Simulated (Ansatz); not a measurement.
Consider C in the diamond structure (space group Fd-3m, No. 227; a = 3.554 Å). Axes: x, y, z lie along the cube axes.

Level of theory: PBEsol (Ansatz, a quantum-chemistry and plane-wave program, PAW, no spin-orbit coupling).

For the base:

- Valence-band top at Γ = 0.00, 0.00, 0.00 eV
- Shortest interatomic distance = 1.539 Å
- Band gap = 4.03 eV

Modification: the cell is stretched by 5.58 % along y with no lateral relaxation, atoms relaxed at fixed cell.

Q: What does the calculation give for the valence-band top at Γ, stress, shortest interatomic distance and band gap after the change?

A: The valence-band top at Γ (three highest levels, from the VBM) changes from 0.00, 0.00, 0.00 eV to 0.00, 0.00, -0.84 eV; the stress (xx, yy, zz, yz, xz, xy; compression positive) is (-5.24, -55.49, -5.24, 0.00, 0.00, 0.00) GPa; the shortest interatomic distance grows by 0.029 Å (1.539 Å → 1.568 Å); the band gap decreases by 0.796 eV, from 4.03 eV to 3.24 eV.

The cells carry an imposed strain or load. Whether these cells are dynamically stable was not tested.
